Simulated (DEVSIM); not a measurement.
Structure: abrupt Si p-n junction, at 450 K.

```
layer (left to right)  material  thickness (μm)  Nd (cm⁻³)  Na (cm⁻³)  τn (s)  τp (s)
---------------------  --------  --------------  ---------  ---------  ------  ------
1                            Si           0.150          -     1.5e19  1.5e-7  1.5e-7
2                            Si           0.740     4.9e17          -  1.5e-7  1.5e-7
```

Left contact: ohmic. Right contact: ohmic. Voltage is applied to the left contact. Recombination: SRH at mid-gap. Mobility is constant in doping.

This is a model device: material constants are rounded textbook-type values typed into the input, and sizes, dopings and lifetimes were drawn at random. Values at 300 K; Nc and Nv go as T^1.5, mobilities as T to minus their exponent, the gap by Varshni's rule with the affinity fixed.

```csv
parameter,Si
gap (eV),1.124
affinity (eV),4.05
permittivity,11.7
Nc (cm⁻³),2.86e19
Nv (cm⁻³),3.1e19
μn (cm²/Vs),1417
μp (cm²/Vs),470
T exponent of μn,2.3
T exponent of μp,2.2
Varshni α (eV/K),0.000473
Varshni β (K),636
```

DEVSIM, 1D drift-diffusion, Boltzmann statistics, complete ionisation; no tunnelling, impact ionisation, image-force lowering or self-heating.

Problem. Tabulate band edges, carrier densities and field at zero bias.

Solution. Energies count from the Fermi level of the right contact; mesh points crowd at the junctions.

| x (μm) | Ec (eV) | Ev (eV) | n (cm⁻³) | p (cm⁻³) | field (V/cm) |
|---|---|---|---|---|---|
| 0.000 | 1.030 | -0.052 | 1.5e8 | 1.5e19 | ≈ 0 |
| 0.01135 | 1.030 | -0.052 | 1.5e8 | 1.5e19 | ≈ 0 |
| 0.02627 | 1.030 | -0.052 | 1.5e8 | 1.5e19 | ≈ 0 |
| 0.04590 | 1.030 | -0.052 | 1.5e8 | 1.5e19 | ≈ 0 |
| 0.07800 | 1.030 | -0.052 | 1.5e8 | 1.5e19 | ≈ 0 |
| 0.1039 | 1.030 | -0.052 | 1.5e8 | 1.5e19 | ≈ 0 |
| 0.1236 | 1.030 | -0.052 | 1.5e8 | 1.5e19 | ≈ 0 |
| 0.1423 | 1.029 | -0.052 | 1.6e8 | 1.5e19 | -2100 |
| 0.1520 | 0.894 | -0.187 | 5.1e9 | 4.6e17 | -330000 |
| 0.1649 | 0.544 | -0.537 | 4.2e13 | 5.5e13 | -220000 |
| 0.1838 | 0.260 | -0.822 | 6.5e16 | 3.6e10 | -83000 |
| 0.2220 | 0.182 | -0.899 | 4.8e17 | 4.8e9 | -770 |
| 0.2673 | 0.181 | -0.900 | 4.9e17 | 4.7e9 | ≈ 0 |
| 0.3337 | 0.181 | -0.900 | 4.9e17 | 4.7e9 | ≈ 0 |
| 0.4680 | 0.181 | -0.900 | 4.9e17 | 4.7e9 | ≈ 0 |
| 0.6009 | 0.181 | -0.900 | 4.9e17 | 4.7e9 | ≈ 0 |
| 0.7007 | 0.181 | -0.900 | 4.9e17 | 4.7e9 | ≈ 0 |
| 0.7688 | 0.181 | -0.900 | 4.9e17 | 4.7e9 | ≈ 0 |
| 0.8262 | 0.181 | -0.900 | 4.9e17 | 4.7e9 | ≈ 0 |
| 0.8546 | 0.181 | -0.900 | 4.9e17 | 4.7e9 | ≈ 0 |
| 0.8740 | 0.181 | -0.900 | 4.9e17 | 4.7e9 | ≈ 0 |
| 0.8900 | 0.181 | -0.900 | 4.9e17 | 4.7e9 | ≈ 0 |
